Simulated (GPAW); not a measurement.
A working GPAW input for CsSnBr3 (Pm-3m, 5 atoms in the cell) (DFT PBEsol, LCAO dzp, GPAW PAW datasets PBEsol (made by gpaw-setup)):

```python
from ase import Atoms
from gpaw import GPAW

atoms = Atoms(['Cs', 'Sn', 'Br', 'Br', 'Br'],
              cell=[[5.563324, 0.000000, 0.000000],
                    [0.000000, 5.563324, 0.000000],
                    [0.000000, 0.000000, 5.563324]],
              scaled_positions=[[0.000000, 0.000000, 0.000000],
                                [0.500000, 0.500000, 0.500000],
                                [0.000000, 0.500000, 0.500000],
                                [0.500000, 0.500000, 0.000000],
                                [0.500000, 0.000000, 0.500000]],
              pbc=True)

calc = GPAW(mode='lcao',
            h=0.18,
            basis='dzp',
            xc='PBEsol',
            kpts=(3, 3, 3),
            occupations={'name': 'fermi-dirac', 'width': 0.05},
            convergence={'density': 1e-05, 'energy': 1e-05},
            symmetry={'symmorphic': False, 'tolerance': 0.0005},
            maxiter=100,
            txt='-')

atoms.calc = calc

energy = atoms.get_potential_energy()
print('Energy (eV):', round(energy, 6))
forces = atoms.get_forces()
print('Forces (eV/Ang):')
print(forces.round(5))
```

The run converged in 11 iterations: free energy E − TS (from the program's reference atoms) -16.1638 eV. Each of these slips is then made, one at a time:

(1)
```diff
+            nbands=21,
```

(2)
```diff
-            xc='PBEsol',
+            xc='WC',
```

(3)
```diff
-            occupations={'name': 'fermi-dirac', 'width': 0.05},
+            occupations={'name': 'fermi_dirac', 'width': 0.05},
```

**Question.** What happens in each case?

**Answer.** 
(1) Too few bands. The program stopped before any SCF iteration, with the message: ValueError: Too few bands! Electrons: 44.000000, bands: 21.

(2) A functional for which no datasets are installed. The program stopped before any SCF iteration, with the message: FileNotFoundError: Could not find required PAW dataset file "Cs.WC"..

(3) A keyword that the program does not know. The program stopped before any SCF iteration, with the message: ValueError: Unknown occupation number object name: fermi_dirac.

The starting cell was generated: these elements placed on a structure prototype, without a prior relaxation; it need not be a known phase or ordering of this composition. Values carry the incompleteness of an atom-centred basis. A gap is left out here, as mesh or smearing make it unsure.

Left out of this page: 4 runs of the series outside the window shown, repeating another row's setting, or not comparable.
